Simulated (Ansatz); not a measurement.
## Input and output of a self-consistent single point for CoSn (P6/mmm, 6 atoms in the cell) (Ansatz)

Level of theory: PBE (plane waves, PAW; Ansatz, a program for electronic structure).

The input file:

Ansatz 0.2 input:
```yaml
crystal:
  lattice:
    - [5.247614, 0.000000, 0.000000]
    - [-2.623807, 4.544567, 0.000000]
    - [0.000000, 0.000000, 4.188846]
  atoms:
    - { symbol: Co, position: [0.000000, 0.500000, 0.000000] }
    - { symbol: Co, position: [0.500000, 0.000000, 0.000000] }
    - { symbol: Co, position: [0.500000, 0.500000, 0.000000] }
    - { symbol: Sn, position: [0.666667, 0.333333, 0.500000] }
    - { symbol: Sn, position: [0.333333, 0.666667, 0.500000] }
    - { symbol: Sn, position: [0.000000, 0.000000, 0.000000] }
basis:
  ecutwfc: 420.0
kpoints:
  mp_grid:
    grid: [6, 6, 7]
hamiltonian:
  xc: pbe
  pseudopotentials:
    kind: paw
scf:
  occupations:
    method: fermi_dirac
    width: 0.1
output:
  forces: true
  eigenvalues: true
  stress: true
```

Output, abridged:

```
WARN the atoms were moved onto the symmetric positions of the space group found under crystal.symmetry.tolerance 1.0e-5 (fractional …
WARN ansatz: RAYON_NUM_THREADS=1 ignored (pool sized by the plan → 1); use --threads N
Pseudopotentials: kind: paw
Pseudopotential: Co, paw, valence charge 17
Pseudopotential: Sn, paw, valence charge 14
Crystal: 6 atoms, lattice volume = 99.896 Å³
Basis set: ecut = 420 eV, 1939 PW (Γ), exchange–correlation on 72×72×60 points (8 copies of the dense FFT grid, shifted against one another)
Bands: 56, of which v1, the nominal top of the filled ones, is band 47 counted from 1 (46 counted from 0)
Symmetry: 24 space group operations
Space group: P6/mmm (ITA 191), of the structure as read, at distance tolerance 4.6e-5 Å
k-points: 28 of 252
Initial density: superposition of atomic densities (neutral atoms: chi_scale 0, normalization atom), corrected by the library's trained network
Initial wavefunctions: pseudopotential atomic-orbital guess
Eigensolver: davidson
Functional: x = pbe(κ = 0.804, μ = 0.2195149727645171), c = pbe(β = 0.06672455060314922)
SCF iter   1: F=—  HF=-33451.635103 eV  |F-HF|=—  |Δ(HF+E_count)|=         —  Δρ=8.52e-3  dr2=7.33e-2  ethr=1.77e-3  ⟨swp⟩=6.8  Hψ=6116  notcnv=0  defer=9
all-band conjugate gradients solve this SCF's bands
preconditioner: auto → LDOS
SCF iter   2: F=—  HF=-33451.640727 eV  |F-HF|=—  |Δ(HF+E_count)|=   5.62e-3  Δρ=1.35e-2  dr2=1.23e-1  ethr=7.88e-5  ⟨swp⟩=2.0  Hψ=2439  notcnv=0  defer=25
SCF iter   3: F=—  HF=-33451.629428 eV  |F-HF|=—  |Δ(HF+E_count)|=   1.13e-2  Δρ=4.71e-3  dr2=1.35e-2  ethr=7.88e-5  ⟨swp⟩=2.0  Hψ=2194  notcnv=0  defer=25
SCF iter   4: F=—  HF=-33451.627646 eV  |F-HF|=—  |Δ(HF+E_count)|=   1.78e-3  Δρ=3.31e-4  dr2=7.90e-5  ethr=1.45e-5  ⟨swp⟩=2.0  Hψ=1904  notcnv=0  defer=25
SCF iter   5: F=—  HF=-33451.627632 eV  |F-HF|=—  |Δ(HF+E_count)|=   1.42e-5  Δρ=1.13e-4  dr2=1.05e-5  ethr=8.50e-8  ⟨swp⟩=2.0  Hψ=2092  notcnv=0  defer=25
SCF iter   6: F=—  HF=-33451.627636 eV  |F-HF|=—  |Δ(HF+E_count)|=   3.83e-6  Δρ=4.96e-5  dr2=2.47e-6  ethr=1.13e-8  ⟨swp⟩=2.0  Hψ=2520  notcnv=0  defer=25
SCF iter   7: F=—  HF=-33451.627637 eV  |F-HF|=—  |Δ(HF+E_count)|=   4.73e-7  Δρ=3.57e-5  dr2=8.89e-7  ethr=2.66e-9  ⟨swp⟩=2.0  Hψ=2318  notcnv=0  defer=25
SCF iter   8: F=-33451.627637 eV  HF=-33451.627637 eV  |F-HF|=2.77e-8  |Δ(HF+E_count)|=   3.37e-8  Δρ=6.95e-6  dr2=3.57e-8  ethr=1.08e-10  ⟨swp⟩=7.5  Hψ=7414  notcnv=0
SCF 1 converged in 8 iterations: F = -33451.627637 eV  dr2 = 3.57e-8
SCF converged after 8 iterations
Free energy (F): -33451.627637 eV
Harris-Foulkes:  -33451.627637 eV  (|F-HF|=2.77e-8)
Internal energy: -33451.498013 eV  (E = F + TS)
E sigma→0 (E₀):  -33451.562825 eV
Entropy (-TS):   -0.129624 eV (-21.604 meV/atom)
Fermi energy:    15.205363 eV
--- Per-component energies (eV) ---
  E_band       = -949.422992
  E_kinetic    = 1935.285700
  E_local      = -13286.861856  (includes V_loc(G=0)·N_el)
  E_nonlocal   = 1282.176798
  E_hartree    = 6295.345685
  E_xc         = -1625.499888
  E_vxc        = -905.966962  (∫ρ·V_xc dr)
  E_paw        = -16973.831589  (= ΣΔE_a)
  E_vpaw       = -2564.721352  (= ΣTr[D̂ρ^β])
  E_aug_tail   = 0.000218  (compensation charges beyond the density's cutoff)
  E_ewald      = -11078.113081
  E_smearing   = -0.129624  (= −TS)
  E_closure    = 0.000000  (closes the sum)
  Σ components = -33451.627637   (vs F -33451.627637, Δ=0.00e0)
--- Forces (eV/Å), atoms counted from 1 ---
  atom   1  Co     0.00000000    -0.00000000     0.00000000
   [... zero for the other atoms too ...]
  max |Σ_I F_I| component: 8.41e-30 eV/Å
--- Stress (GPa, compression-positive) ---
        3.729734       0.000000       0.000000
       -0.000000       3.729734       0.000000
        0.000000       0.000000       4.596091
  P = ⅓ Tr σ = 4.0185 GPa (40.185 kbar)
  The stress holds the Pulay correction. Without it, at fixed plane waves, as pw.x and ABINIT print it: P = 3.9076 GPa
--- Band table (eV; the first three rows and the last of 28) ---
  k-point 0: bands = ["-79.2397", "-79.2253", "-79.2253", "-42.6491", "-42.5837", "-42.5690", "-42.5690", "-42.5673", "-42.5673", "-42.4975", "-42.4975", "-42.4856", "-6.3664", "-6.2602", "-6.2602", "-6.2562", "-6.2562", "-6.1766", "-6.1588", [...]
  k-point 1: bands = ["-79.2397", "-79.2254", "-79.2254", "-42.6491", "-42.5838", "-42.5689", "-42.5689", "-42.5673", "-42.5673", "-42.4975", "-42.4975", "-42.4856", "-6.3627", "-6.2628", "-6.2628", "-6.2553", "-6.2553", "-6.1727", "-6.1727", [...]
  k-point 2: bands = ["-79.2397", "-79.2254", "-79.2254", "-42.6488", "-42.5842", "-42.5689", "-42.5689", "-42.5673", "-42.5673", "-42.4975", "-42.4975", "-42.4856", "-6.3545", "-6.2685", "-6.2685", "-6.2531", "-6.2531", "-6.1952", "-6.1952", [...]
  k-point 27: bands = ["-79.2325", "-79.2325", "-79.2254", "-42.5931", "-42.5931", "-42.5767", "-42.5767", "-42.5689", "-42.5355", "-42.5298", "-42.5068", "-42.5068", "-6.3514", "-6.3413", "-6.2609", "-6.2609", "-6.2326", "-6.2326", "-6.1946", [...]
```

The run converged in 8 iterations.

The starting cell comes from a database of computed structures (which also holds hypothetical and non-ambient phases and stackings), without a prior relaxation at this level. Its lattice was rescaled by a random factor within 2.5 % of one. Spin polarisation is off. With a pressure of about 4 GPa the cell is away from its equilibrium volume at this level. Ansatz's pressure includes its estimate of the finite-basis (Pulay) stress.
